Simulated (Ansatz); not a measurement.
## CdTe: response to strain

Consider CdTe in the zinc blende structure (space group F-43m, No. 216; a = 6.558 Å). Axes: x, y, z lie along the cube axes.

Strains are applied to the cell and any free atomic positions relax.

Computed with DFT with r2SCAN, PAW potentials and a 500 eV plane-wave cutoff in Ansatz (a program for electronic structure), spin-orbit coupling left out.

Notes on the quantities. energy relative to the base: free energy F.

```json
[
 {"uniaxial strain ε_zz (%)": "0", "energy relative to the base (meV/atom)": "0.0"},
 {"uniaxial strain ε_zz (%)": "0.5", "energy relative to the base (meV/atom)": "?"},
 {"uniaxial strain ε_zz (%)": "1", "energy relative to the base (meV/atom)": "0.6"},
 {"uniaxial strain ε_zz (%)": "1.5", "energy relative to the base (meV/atom)": "1.3"},
 {"uniaxial strain ε_zz (%)": "2", "energy relative to the base (meV/atom)": "2.3"},
 {"uniaxial strain ε_zz (%)": "2.5", "energy relative to the base (meV/atom)": "3.5"},
 {"uniaxial strain ε_zz (%)": "3", "energy relative to the base (meV/atom)": "5.0"}
]
```

**Question.** Fit ΔE = Aε² + Bε³ (ε in %) to the rows shown and predict the withheld row.

**Answer.** Least squares on the printed values gives A = 0.605 and B = -0.017 meV/atom (largest residual 0.0 meV/atom); this predicts 0.1 meV/atom, and the run gives 0.2 meV/atom, in agreement.

Stability against distortions was not tested.
